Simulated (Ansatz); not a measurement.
Start from HfO2 in the fluorite structure (space group Fm-3m, No. 225).

```xyz
3
Lattice="0.0000 2.5294 2.5294 2.5294 0.0000 2.5294 2.5294 2.5294 0.0000" Properties=species:S:1:pos:R:3 pbc="T T T"
Hf     0.0000     0.0000     0.0000
O      1.2647     1.2647     1.2647
O      3.7942     3.7942     3.7942
```

Cartesian axes are those of the cell as printed.

Level of theory: r2SCAN/PAW in Ansatz (an electronic-structure program), no spin-orbit coupling, earlier PAW set.

Before the change:

| Quantity | Value |
|---|---|
| Band gap | 4.30 eV |
| Electron mass | 1.0 mₑ along k, 0.75 mₑ across (at X) |

The change: the cell is stretched by 0.79 % along y with no lateral relaxation; the atoms relax in the strained cell.

Q: What happens to the energy relative to the base?

A: The energy increases by 1.2 meV/atom.

Q: Predict the new band gap.

A: The band gap decreases by 0.05 eV to 4.25 eV.

Q: What happens to the electron mass?

A: The electron mass goes from 1.0 mₑ along k, 0.75 mₑ across (at X) to 1.0 mₑ along k, 0.77 mₑ across (at X).

Q: What does the calculation give for the stress after the change?

A: The stress (xx, yy, zz, yz, xz, xy; compression positive) is (-0.82, -4.65, -0.82, 0.00, 0.00, 0.00) GPa.

Spin-orbit coupling, missing from the scalar runs, can matter with Hf. Effective masses come from finite differences of ±0.01 Å⁻¹. Along k means along the line from Γ to the band edge. Stability against distortions was not tested. This is not the structure that HfO2 has at room temperature and ambient pressure.
